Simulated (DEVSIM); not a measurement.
**illuminated InP p-on-n cell, one wavelength**

Device: illuminated InP p-on-n cell, one wavelength, at 300 K.

| layer (left to right) | material | thickness (μm) | Nd (cm⁻³) | Na (cm⁻³) | τn (s) | τp (s) | absorption coefficient (cm⁻¹) |
|---|---|---|---|---|---|---|---|
| 1 | InP | 0.110 | - | 1.3e18 | 3.2e-9 | 2.6e-9 | 82000 |
| 2 | InP | 2.70 | 3.6e15 | - | 3.3e-8 | 3.3e-8 | 82000 |

Left contact: ohmic, minority electron recombination velocity 300 cm/s. Right contact: ohmic, minority hole recombination velocity 30 cm/s. Voltage is applied to the left contact. Recombination: SRH at mid-gap, radiative, Auger. Light enters at the left, 8.2e17 photons cm⁻² s⁻¹, one pass, no reflection. Mobility is μmin + (μ − μmin)/(1 + (N/Nref)^α).

Constants are typed, rounded textbook-type inputs, not results; the design itself was drawn at random and stands for no fabricated device. Values at 300 K.

```
parameter          InP
-------------  -------
gap (eV)         1.344
affinity (eV)     4.38
permittivity      12.5
Nc (cm⁻³)       5.7e17
Nv (cm⁻³)       1.1e19
μn (cm²/Vs)       5200
μp (cm²/Vs)        170
μn,min             400
μp,min              10
Nref,n            3e17
Nref,p          4.9e17
αn                0.47
αp                0.62
B (cm³/s)      1.2e-10
Cn (cm⁶/s)       9e-31
Cp (cm⁶/s)       9e-31
```

Model (solved in DEVSIM): 1D drift-diffusion, Boltzmann statistics, complete ionisation; no tunnelling, impact ionisation, image-force lowering or self-heating.

```
Quantity                                                 Result
---------------------------------------------------  ----------
Potential step across the device at zero bias           1.158 V
Largest field in the device at zero bias             66000 V/cm
Dark forward voltage at 1 A/cm²                         0.980 V
Dark forward voltage at 100 A/cm²                       1.170 V
Short-circuit current                                131 mA/cm²
Open-circuit voltage                                    0.915 V
Fill factor                                                0.86
Largest power                                        103 mW/cm²
Share of generated pairs collected at short circuit       0.996
```

Small-signal capacitance in reverse bias (quasi-static):

```
V (V)  C (nF/cm²)
-----  ----------
-0.04        17.0
-0.1         16.6
-0.2         15.9
-0.3         15.3
-0.4         14.7
-0.6         13.8
-0.8         13.0
-1           12.4
-1.3         11.6
-1.6         10.9
-2           10.2
```

Dark reverse current:

```json
[
 {"V (V)": "-0.04", "J (A/cm²)": "-8.9e-11"},
 {"V (V)": "-0.10", "J (A/cm²)": "-1.8e-10"},
 {"V (V)": "-0.20", "J (A/cm²)": "-3.0e-10"},
 {"V (V)": "-0.30", "J (A/cm²)": "-4.2e-10"},
 {"V (V)": "-0.40", "J (A/cm²)": "-5.2e-10"},
 {"V (V)": "-0.60", "J (A/cm²)": "-7.2e-10"},
 {"V (V)": "-0.80", "J (A/cm²)": "-8.9e-10"},
 {"V (V)": "-1.00", "J (A/cm²)": "-1.1e-9"},
 {"V (V)": "-1.30", "J (A/cm²)": "-1.3e-9"},
 {"V (V)": "-1.60", "J (A/cm²)": "-1.5e-9"},
 {"V (V)": "-2.00", "J (A/cm²)": "-1.7e-9"}
]
```
